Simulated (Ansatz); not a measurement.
BBi (model structure, started from the zincblende type, F-43m, No. 216, 2 atoms in the cell) was calculated with PBE+SOC (PAW; Ansatz, a program for electronic structure).

Settings: plane-wave cutoff 520 eV, 18×18×18 k mesh, Fermi–Dirac smearing 0.05 eV, PAW data made under PBE.

Cell (relaxed with PBEsol):

```
CELL_PARAMETERS angstrom
      0.00000     2.72816     2.72816
      2.72816     0.00000     2.72816
      2.72816     2.72816     0.00000
ATOMIC_POSITIONS crystal
  Bi 0.75000 0.75000 0.75000
  B  0.00000 0.00000 0.00000
```

**Question.** Estimate the band gap that the calculation returns.

**Answer.** 
- band gap = 0.24 eV (on the SCF k mesh)

Note: the relaxation could raise the start's symmetry but not lower it, so the cell can be a saddle point; cell and atoms aren't relaxed at this level (pressure 2.8 GPa).

Computed values are for the static lattice.

Computing time: roughly 40 core-seconds.

A model structure was made by putting elements into a prototype or built by hand; it is no filed structure, need not be a known phase, and can be a saddle point held by its symmetry.
